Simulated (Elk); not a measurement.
Input and output of a self-consistent single point for MgCd3 (Imm2, 4 atoms in the cell) (Elk).

Level of theory: Elk with LDA (PW92), all-electron FP-LAPW, Elk's shipped species files, APW+lo basis with extra local orbitals.

```xyz
4
Lattice="-1.5934 5.0869 2.6590 1.5934 -5.0869 2.6590 1.5934 5.0869 -2.6590" Properties=species:S:1:pos:R:3 pbc="T T T"
Mg     0.0000     0.0000     3.5399
Cd     1.5934     0.0000     0.8974
Cd     1.5934     2.5296     2.6562
Cd     1.5934    -2.5296     2.6562
```

Reference input (self-consistent single point, DFT, PBEsol, all-electron FP-LAPW, Elk's shipped species files, APW+lo basis with extra local orbitals): xctype = 22; rgkmax = 8; swidth = 0.00183747 Ha; ngridk = 7 7 7; gmaxvr = 16 1/bohr; nxlo = 2; lorbcnd = true; lmaxi = 2; maxscl = 100. This run's input differs from it in these lines:

```diff
@@ -2,5 +2,2 @@
   0
-
-xctype
-  22
```

Output (repeated stretches shortened):

```
│ Self-consistent loop started │
│ Loop number : 1 │
 total energy                :     -16970.4247551
│ Loop number : 2 │
 total energy                :     -16970.7386168
RMS change in Kohn-Sham potential (target) :   0.6336647991E-01 (  0.1000000000E-05)
Absolute change in total energy (target)   :   0.3138617087     (  0.1000000000E-03)
│ Loop number : 3 │
 total energy                :     -16971.2808277
RMS change in Kohn-Sham potential (target) :   0.5893091694E-01 (  0.1000000000E-05)
Absolute change in total energy (target)   :   0.6206763481     (  0.1000000000E-03)
│ Loop number : 4 │
   [... lines left out ...]
Absolute change in total energy (target)   :   0.7970670995E-03 (  0.1000000000E-03)
│ Loop number : 13 │
 total energy                :     -16972.5425569
RMS change in Kohn-Sham potential (target) :   0.1522024702E-06 (  0.1000000000E-05)
Absolute change in total energy (target)   :   0.1981825517E-03 (  0.1000000000E-03)
│ Loop number : 14 │
 total energy                :     -16972.5425761
RMS change in Kohn-Sham potential (target) :   0.4239044036E-07 (  0.1000000000E-05)
Absolute change in total energy (target)   :   0.6878919885E-04 (  0.1000000000E-03)
Convergence targets achieved

│ Loop number : 15 │

Energies :
 Fermi                       :     0.207133276558
 total energy                :     -16972.5425812

Density of states at Fermi energy :    32.59926073
 (states/Hartree/unit cell)

Estimated indirect band gap :   0.5675182726E-03
 from k-point     51 to k-point     14
Estimated direct band gap   :   0.7900053132E-02
 at k-point     51

Charges :
 core                        :    92.00000000
 valence                     :    64.00000000
 interstitial                :    5.541467065
 muffin-tins (core leakage)
  species :    1 (Mg)
   atom    1                 :    10.45563223     (   0.000000000    )
  species :    2 (Cd)
   atom    1                 :    46.67410969     (  0.2469928569E-03)
   atom    2                 :    46.66439551     (  0.2471213459E-03)
   atom    3                 :    46.66439551     (  0.2471213459E-03)
 total in muffin-tins        :    150.4585329
 total calculated charge     :    155.9925078
 total charge                :    156.0000000
 error                       :   0.7492170243E-02

│ Self-consistent loop stopped │
```

The run converged in 15 iterations. The count includes the last loop, which Elk runs after its targets are met. 

The starting cell comes from a database of computed structures (which also holds hypothetical and non-ambient phases and stackings), without a prior relaxation at this level. Its lattice was rescaled by a random factor within 2.5 % of one. Values depend on the basis (sphere radii, cutoffs, local orbitals), which need not be converged. The log's line on a gap gives a spacing of levels on this mesh, which the program prints for metals too.

Cost on one core of a shared machine: roughly 3 min.
